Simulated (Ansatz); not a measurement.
The parent structure is GaAs in the zinc blende structure (space group F-43m, No. 216; a = 5.659 Å).

Level of theory: PBEsol, PAW, 420 eV (Ansatz, a program for electronic structure; spin-orbit coupling left out).

Before the change:

| Property | Value |
|---|---|
| Volume per atom | 22.66 Å³ |

Modification: full substitution Ga → Cu; the structure is relaxed again.

### Question
What happens to the volume per atom?

### Answer
The volume per atom drops by 3.43 Å³ to 19.23 Å³.

No phonon test of stability was made. As relaxed here, CuAs is a hypothetical phase, not in the database extracts checked. All final runs are without spin polarisation.
